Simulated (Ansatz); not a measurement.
HfO2 (Pbca, No. 61, 24 atoms in the cell; start mp-1858; a measured phase of this formula has another space group), treated with r²SCAN+rVV10 (Ansatz, an electronic-structure program, PAW).

Numerical settings: plane-wave cutoff 560 eV, 8×4×8 k mesh (along the axes of the cell as run), Fermi–Dirac smearing 0.01 eV, scalar-relativistic PAW data made under PBE.

Cell (relaxed at this level):

```cif
data_Hf8O16
_chemical_formula_sum 'Hf8 O16'
_space_group_name_H-M_alt 'Pbca'
_space_group_IT_number 61
_space_group_name_Hall '-P 2ac 2ab'
_cell_length_a 5.04782
_cell_length_b 9.98258
_cell_length_c 5.22000
_cell_angle_alpha 90.000
_cell_angle_beta 90.000
_cell_angle_gamma 90.000
loop_
_atom_site_label
_atom_site_type_symbol
_atom_site_symmetry_multiplicity
_atom_site_Wyckoff_symbol
_atom_site_fract_x
_atom_site_fract_y
_atom_site_fract_z
_atom_site_occupancy
Hf1 Hf 8 c 0.25515 0.11536 0.03497 1
O1 O 8 c 0.49751 0.47663 0.23836 1
O2 O 8 c 0.12992 0.20941 0.37557 1
```

Q: Give the computed band gap and direct gap at Γ.

A: 
band gap: 4.85 eV (on the SCF k mesh)
direct gap at Γ: 5.09 eV

Note: the relaxation could not lower the start's symmetry, so the cell can be a saddle point above a distorted one.

Spin–orbit coupling is not included.

Computing time: about 70 core-minutes (a rough figure).

A start named mp-… is a Materials Project structure, which need not be a measured phase.
